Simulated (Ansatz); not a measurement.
Consider Pt in the fcc (Cu type) structure (space group Fm-3m, No. 225; a = 3.895 Å; relaxed with 0.1 eV smearing). Axes: x, y, z lie along the cube axes.

The values are results of LDA, PAW, 420 eV (Ansatz, a first-principles code; scalar-relativistic without spin-orbit coupling), not measurements.

Base values:

| Quantity | Result |
|---|---|
| Shortest interatomic distance | 5.205 bohr |
| Band gap | zero |

Perturbation: the cell is stretched by 3.00 % along z with no lateral relaxation, atoms relaxed at fixed cell.

What does the calculation give for the stress after the change?

The stress (xx, yy, zz, yz, xz, xy; compression positive) comes out as (-7.2, -7.2, -10.4, 0.0, 0.0, 0.0) GPa.

What happens to the energy relative to the base?

The energy goes up by 15 meV/atom.

What does the calculation give for the shortest interatomic distance after the change?

The shortest interatomic distance stays 5.205 bohr.

How does this affect the band gap?

The band gap stays zero.

The cells carry an imposed strain or load. No phonon test of stability was made. All final runs are without spin polarisation. Pt lies near a magnetic instability that expansion can trigger; it was not tested.
